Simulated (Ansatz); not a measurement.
## A computed series for SrTiO3: response to strain

Take SrTiO3 in the cubic perovskite structure (space group Pm-3m, No. 221) as the base.

Space group Pm-3m (No. 221); a = b = c = 3.854 Å, α = β = γ = 90.00°

| atom | site | symmetry | x | y | z |
|---|---|---|---|---|---|
| Sr | 1a | m-3m | 0.0000 | 0.0000 | 0.0000 |
| Ti | 1b | m-3m | 0.5000 | 0.5000 | 0.5000 |
| O | 3c | 4/mm.m | 0.0000 | 0.5000 | 0.5000 |

Strains are applied to the cell and any free atomic positions relax.

Computed with LDA (Ansatz, a quantum-chemistry and plane-wave program; PAW; 420 eV plane waves; no SOC).

```
isotropic strain (%)  band gap (eV)
--------------------  -------------
-3                             2.00
-2.4                              ?
-1.8                           1.94
-1.2                           1.91
-0.6                           1.88
0                              1.85
```

### Question
Fit E_g = E₀ + Dε (ε in %) to the rows shown and predict the withheld row.

### Answer
Least squares on the printed values gives E₀ = 1.85 eV, D = -50.0 meV per % of strain (largest residual 0.00 eV); this predicts 1.97 eV, and the run gives 1.97 eV, in agreement.

Stability against distortions was not tested. The final runs are not spin-polarised. Many cubic perovskites are stable only at high temperature; tilts and polar distortions were not tested.
